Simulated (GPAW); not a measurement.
Input and output of a self-consistent single point for TlBi₂ (P6/mmm, 3 atoms in the cell) (GPAW).

Level of theory: PBEsol, GPAW PAW datasets PBEsol (made by gpaw-setup) (plane waves; GPAW).

```
TlBi2
1.0
    5.70866     0.00000     0.00000
   -2.85433     4.94384     0.00000
    0.00000     0.00000     3.39376
Tl Bi
1 2
Direct
  0.00000   0.00000   0.00000
  0.66667   0.33333   0.50000
  0.33333   0.66667   0.50000
```

Reference input (self-consistent single point, DFT LDA (Perdew-Wang 92), plane waves, GPAW PAW datasets LDA (gpaw-data 1.0.1)): mode = pw; ecut = 600 eV; xc = LDA; kpts = 6 6 8; mesh shift (steps) = 0 0 0; occupations.name = methfessel-paxton; occupations.width = 0.136 eV; occupations.order = 0; nbands = -9; convergence.density = 1e-05 e/electron; symmetry.symmorphic = false; symmetry.tolerance = 0.0005. This run's input differs from it in these lines:

```diff
@@ -14,3 +14,3 @@
 calc = GPAW(mode=PW(600),
-            xc='LDA',
+            xc='PBEsol',
             kpts={'size': (6, 6, 8), 'gamma': True},
```

Its files differ too (potentials: GPAW PAW datasets PBEsol (made by gpaw-setup)).

Output, abridged:

```
     iter     time        total  log10-change:
                         energy   eigst   dens
iter:   1 --:--:--   -13.174868
iter:   2 --:--:--   -13.181987   -2.04  -1.79
iter:   3 --:--:--   -13.162888c  -2.45  -1.81
iter:   4 --:--:--   -13.181226c  -2.99  -2.11
iter:   5 --:--:--   -13.166242c  -3.49  -2.30
iter:   6 --:--:--   -13.165304c  -4.27  -2.84
iter:   7 --:--:--   -13.165184c  -5.38  -2.99
iter:   8 --:--:--   -13.164960c  -4.43  -3.03
iter:   9 --:--:--   -13.164841c  -4.53  -3.19
iter:  10 --:--:--   -13.164845c  -5.61  -3.75
iter:  11 --:--:--   -13.164844c  -5.97  -3.74
iter:  12 --:--:--   -13.164827c  -6.44  -3.46
   [... lines left out ...]
iter:  16 --:--:--   -13.164823c  -6.91  -3.87
iter:  17 --:--:--   -13.164831c  -7.04  -3.93
iter:  18 --:--:--   -13.164831c  -7.52c -4.03
iter:  19 --:--:--   -13.164827c  -7.79c -4.04
iter:  20 --:--:--   -13.164820c  -6.39  -4.12
iter:  21 --:--:--   -13.164822c  -7.49c -4.24
iter:  22 --:--:--   -13.164823c  -8.37c -4.40
iter:  23 --:--:--   -13.164825c  -8.46c -4.46
iter:  24 --:--:--   -13.164825c  -9.27c -4.56
iter:  25 --:--:--   -13.164826c  -8.02c -4.65
iter:  26 --:--:--   -13.164826c  -9.20c -4.85
iter:  27 --:--:--   -13.164827c  -8.16c -4.87
iter:  28 --:--:--   -13.164828c  -8.81c -5.25c
Converged after 28 iterations.

Dipole moment: (-0.000000, 0.000000, -0.000000) |e|*Ang

Energy contributions relative to reference atoms: (reference = -1719284.290643)

Kinetic:        +31.174625
Potential:      -29.422373
External:        +0.000000
XC:             -12.048134
Entropy (-ST):   -0.016524
Local:           -2.860684
SIC:             +0.000000
--------------------------
Free energy:    -13.173090
Extrapolated:   -13.164828

Showing only first 2 kpts
 Kpt  Band  Eigenvalues  Occupancy
  0    19      3.64018    2.00000
  0    20      4.90633    2.00000
  0    21      4.90641    2.00000
  0    22      8.99335    0.00000

  1    19      3.80272    2.00000
  1    20      5.15365    2.00000
  1    21      5.15373    2.00000
  1    22      7.36164    0.00000

Fermi level: 6.91041

No gap
No difference between direct/indirect transitions
Energy (eV): -13.164828

Forces in eV/Ang:
  0 Tl   -0.00000   -0.00000    0.00000
  1 Bi   -0.00000    0.00000    0.00000
  2 Bi    0.00000   -0.00000    0.00000

Stress tensor:
     0.012509     0.000000     0.000000
     0.000000     0.012509     0.000000
     0.000000     0.000000     0.013403
Stress (GPa, Voigt): [2.0042 2.0042 2.1473 0.     0.     0.    ]
```

The run converged in 28 iterations. GPAW prints stress with tension positive. Against the reference run the pressure goes from -3.41 to -2.05 GPa.

The starting cell comes from a database of computed structures (which also holds hypothetical and non-ambient phases and stackings), without a prior relaxation at this level.

Cost on one core of a shared machine: roughly 3 min.
